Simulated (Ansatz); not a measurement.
# One base run on Cs₂InAgCl₆ (P1, 10 atoms in the cell) and variants with one or two settings moved

```xyz
10
Lattice="0.0000 5.3402 5.3402 5.3402 0.0000 5.3402 5.3402 5.3402 0.0000" Properties=species:S:1:pos:R:3 pbc="T T T"
Cs     8.0053     8.0405     8.0073
Cs     2.6983     2.6584     2.6499
In     0.0142    -0.0046     0.0149
Ag     5.3473     5.3477     5.3207
Cl     2.6104     5.3537     5.3344
Cl     8.0940     5.3709     5.3599
Cl     5.3531     2.5501     5.3324
Cl     5.3054     8.1049     5.3713
Cl     5.2799     5.3146     2.5734
Cl     5.3540     5.3256     8.0976
```

Base run A: Ansatz (a quantum-chemistry and plane-wave program) with PBE0, default PAW files made with PBE, self-consistent single point.

Its settings: basis.ecutwfc = 420 eV; kpoints.mp_grid.grid = 2 2 2; kpoints.mp_grid.shift = 0.5 0.5 0.5; hamiltonian.xc = pbe0; hamiltonian.pseudopotentials = {kind: paw} (the program's default PAW files); scf.occupations.method = fixed.

The starting cell comes from a database of computed structures (which also holds hypothetical and non-ambient phases and stackings), without a prior relaxation at this level. Its atoms were displaced at random from the sites of space group no. 225. Ansatz's pressure includes its estimate of the finite-basis (Pulay) stress. The shifted mesh does not hold Γ, so a gap read on it misses any band edge there.

ΔF is the free energy per atom less that of run A. A dash stands where there is no value to compare (another energy zero or no entropy term, no result, no spin, no clean gap, or a mesh too coarse for one). Absolute energies have different zeros for different potentials, functionals, Hubbard and dispersion terms and are not compared across them.

Runs D sample the zone with one or two k-points, far too few for so small a cell.

Run A gave: pressure (GPa) -1.06; largest force (eV/Å) 0.446; gap on the mesh (eV) 3.994; k-points 4.

Runs:
- B: hamiltonian.xc: pbe0 → pbesol [PBEsol]
- C: hamiltonian.xc: pbe0 → hse06 [HSE06]
- D: kpoints.mp_grid.grid: 2 2 2 → 1 1 1
- E: kpoints.mp_grid.shift: 0.5 0.5 0.5 → 0 0 0.5
- F: scf.convergence.dr2_threshold: default (1e-07 eV) → 1e-12 eV
- G: scf.mixing.algorithm: default (the program chose MSR1) → anderson; scf.mixing.beta: default → 0.05
- H: scf.mixing.preconditioner: default (the program chose none) → kerker

Problem. What does run B change against A?

Solution. The pressure goes from -1.06 to -2.21 GPa, the largest force goes from 0.446 to 0.159 eV/Å and the gap on the mesh goes from 3.994 to 1.819 eV.

Problem. What does run C change against A?

Solution. The pressure hardly changes (-1.06 to -0.97 GPa), the largest force goes from 0.446 to 0.435 eV/Å and the gap on the mesh goes from 3.994 to 3.276 eV.

```csv
run,ΔF (meV/atom),pressure (GPa),largest force (eV/Å),gap on the mesh (eV),k-points
A,0.00,-1.06,0.446,3.994,4
B,–,-2.21,0.159,1.819,4
C,–,-0.97,0.435,3.276,4
D,-4.1,-1.17,0.508,5.334,1
E,0.00,-1.06,0.446,3.988,4
F,0.00,-1.06,0.446,3.994,4
G,0.00,-1.06,0.445,3.994,4
H,0.00,-1.06,0.446,3.994,4
```

Keys are those of Ansatz 0.2.
